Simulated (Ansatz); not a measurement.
CaO under load (space group I4/mmm), r2SCAN, rigid bands (Ansatz, a first-principles code). Condition of this run: biaxial stress in (001) of -2.2 GPa (compression positive) (the target of the relaxation). Band gap 4.15 eV, N_c = 1.76e19 cm⁻³ and N_v = 8.39e19 cm⁻³ at 300 K, conductivity masses along y (a = (0.00, 2.41, 2.37) Å; b = (2.41, 0.00, 2.37) Å; c = (2.41, 2.41, 0.00) Å) of 0.483 mₑ (electrons) and 1.96 mₑ (holes). Take k_BT = 0.02585 eV.

Q: Find the intrinsic carrier density and the intrinsic Fermi level.

A: n_i = √(N_c N_v) exp(−E_g/2k_BT) = 3.84e19 × exp(−80.26) = 5.3e-16 cm⁻³. The level lies (k_BT/2) ln(N_v/N_c) = 20 meV from mid-gap (positive towards the conduction band). Each 0.1 eV added to the gap lowers n_i by a factor of 6.9.

Q: What thermal injection velocity √(2k_BT/πm) limits a ballistic channel along the direction named?

A: 7.74e6 cm/s for electrons and 3.84e6 cm/s for holes, a ratio of √(m_h/m_e) = 2.01, for dilute carriers.

Q: A film of it is 8 nm thick, with its normal along the direction named. Estimate the confinement energies in an infinite well.

A: ħ²π²/(2m t²) = 0.376 eV·nm²/(m/mₑ × t²) gives 12.2 meV for electrons and 3.00 meV for holes, so the gap would widen to about 4.17 eV. Finite barriers and nonparabolic bands lower this, and with several valleys or bands the heaviest mass along the normal sets the lowest level, not this average.

Rigid bands with the computed gap; masses take one relaxation time for all states. Spin-orbit coupling is left out; where it splits the top of the valence band, N_v and the p-type Seebeck coefficient come out somewhat high without it. Geometry: cell and atoms relaxed with PBEsol.
